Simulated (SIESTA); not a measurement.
Worked example: self-consistent single point of BaGa2H2 (P3m1, 5 atoms in the cell) in SIESTA.

Method of the run: LDA PW92, numerical atomic orbitals TZP, PseudoDojo LDA standard norm-conserving potentials (rewritten from UPF to PSML) (SIESTA).

```
CELL_PARAMETERS angstrom
      4.51261     0.00000     0.00000
     -2.25631     3.90804     0.00000
      0.00000     0.00000     4.96539
ATOMIC_POSITIONS crystal
  Ba 0.00000 0.00000 0.01007
  Ga 0.33333 0.66667 0.46883
  Ga 0.66667 0.33333 0.53117
  H  0.33333 0.66667 0.13291
  H  0.66667 0.33333 0.86709
```

Reference input (self-consistent single point, DFT, LDA PW92, numerical atomic orbitals TZP, PseudoDojo LDA standard norm-conserving potentials (rewritten from UPF to PSML)): XC.functional = LDA; XC.authors = PW92; potentials = PseudoDojo LDA standard; PAO.BasisSize = TZP; PAO.EnergyShift = 0.005 Ry; MeshCutoff = 300 Ry; kgrid.MonkhorstPack = 4 4 3; OccupationFunction = FD; ElectronicTemperature = 100 meV; MaxSCFIterations = 150; SCF.Mixer.Method = Broyden; SCF.Mixer.Weight = 0.1. This run's input differs from it in these lines:

```diff
@@ -32,5 +32,5 @@
 %block kgrid.MonkhorstPack
-    4   0   0  0.0
-    0   4   0  0.0
-    0   0   3  0.0
+    6   0   0  0.0
+    0   6   0  0.0
+    0   0   5  0.0
 %endblock kgrid.MonkhorstPack
```

Output (repeated stretches shortened):

```
        iscf     Eharris(eV)        E_KS(eV)     FreeEng(eV)     dDmax    Ef(eV) dHmax(eV)
   scf:    1    -4940.190537    -4950.556405    -4950.564985  2.250793 -5.044899  3.081361
   scf:    2    -4950.928039    -4950.745536    -4950.754123  0.070398 -5.042804  2.549457
   scf:    3    -4951.473120    -4951.181296    -4951.190281  0.424611 -5.023215  0.457248
   scf:    4    -4951.202299    -4951.192601    -4951.201922  0.091636 -4.969505  0.147012
   scf:    5    -4951.196096    -4951.194587    -4951.204062  0.041249 -4.940792  0.112568
   [... 10 lines left out ...]
   scf:   16    -4951.194942    -4951.194942    -4951.204416  0.000015 -4.935805  0.000261
   scf:   17    -4951.194942    -4951.194942    -4951.204416  0.000012 -4.935802  0.000240
   scf:   18    -4951.194942    -4951.194942    -4951.204416  0.000010 -4.935799  0.000220
   scf:   19    -4951.194942    -4951.194942    -4951.204416  0.000008 -4.935797  0.000200
SCF Convergence by DM+H criterion
max |DM_out - DM_in|         :     0.0000078264
max |H_out - H_in|      (eV) :     0.0001995636
SCF cycle converged after 19 iterations

Using DM_out to compute the final energy and forces

siesta: E_KS(eV) =            -4951.1949

siesta: E_KS - E_eggbox =     -4951.1949

siesta: Atomic forces (eV/Ang):
     1   -0.000001    0.000000   -0.176544
     2    0.000023   -0.000013    0.386304
     3   -0.000023    0.000013   -0.198080
     4    0.000005   -0.000004   -0.128837
     5   -0.000005    0.000003    0.117145
   Tot    0.000000   -0.000000   -0.000012
   Max    0.386304
   Res    0.129088    sqrt( Sum f_i^2 / 3N )
   Max    0.386304    constrained

Stress tensor Voigt[x,y,z,yz,xz,xy] (kbar):       15.67       15.67       13.06        0.00       -0.00        0.00
   [... lines left out ...]
siesta: FreeEng =     -4951.204416
   [... lines left out ...]
siesta:     0.009780    0.000000   -0.000000
siesta:     0.000000    0.009780    0.000000
siesta:    -0.000000    0.000000    0.008151

siesta: Cell volume =         87.566873 Ang**3

siesta: Pressure (static):
siesta:                Solid            Molecule  Units
siesta:          -0.00010060         -0.00013324  Ry/Bohr**3
siesta:          -0.00923692         -0.01223388  eV/Ang**3
siesta:         -14.79917199        -19.60083963  kBar
```

The run converged in 19 iterations. Against the reference run the free energy goes down by 18.7 meV/atom, the pressure goes from -1.61 to -1.48 GPa and the largest force goes from 0.370 to 0.386 eV/Å.

The starting cell comes from a database of computed structures (which also holds hypothetical and non-ambient phases and stackings), without a prior relaxation at this level. Its lattice was rescaled by up to half a per cent. One atom was moved a little off its site on purpose. Values carry the incompleteness of an atom-centred basis.

Cost on one core of a shared machine: roughly 90 s.
